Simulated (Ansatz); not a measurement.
The parent structure is ZnS in the zinc blende structure (space group F-43m, No. 216; a = 5.390 Å). Axes: x, y, z lie along the cube axes.

Now apply this change: biaxial strain −1.25 %, plane normal [001], relaxed out of plane (Cartesian); in-plane vectors clamped, the third vector and the atoms free.

Levels (all Ansatz, a program for electronic structure, PAW, earlier PAW set): r2SCAN (500 eV, spin-orbit coupling left out); HSE06 (420 eV, scalar-relativistic without spin-orbit coupling); HSE06+SOC (420 eV, with spin-orbit coupling).

One geometry, relaxed with r2SCAN, under each level:

The valence-band top lists the three highest levels at Γ (Kramers pairs under SOC), from the VBM.

```json
[
 {"level": "r2SCAN", "band gap": "2.71 eV", "lowest conduction level above the VBM at special points": "Γ 2.71 eV; X 3.60 eV; M 3.75 eV", "valence-band top at Γ": "0.00, 0.00, -0.11 eV"},
 {"level": "HSE06", "band gap": "___", "lowest conduction level above the VBM at special points": "___", "valence-band top at Γ": "–"},
 {"level": "HSE06+SOC", "band gap": "___", "lowest conduction level above the VBM at special points": "___", "valence-band top at Γ": "___"}
]
```

Problem. Give the withheld HSE06 and HSE06+SOC results.

Solution. 
- HSE06, band gap: 3.38 eV
- HSE06, lowest conduction level above the VBM at special points: Γ 3.38 eV; X 4.26 eV; M 4.41 eV
- HSE06+SOC, band gap: 3.35 eV
- HSE06+SOC, lowest conduction level above the VBM at special points: Γ 3.35 eV; X 4.24 eV; M 4.38 eV
- HSE06+SOC, valence-band top at Γ: 0.00, -0.04, -0.15 eV

Single points use the geometry relaxed with r2SCAN. The spin-orbit shifts are approximate. Whether these cells are dynamically stable was not tested. k-point labels follow each cell's own Brillouin zone.
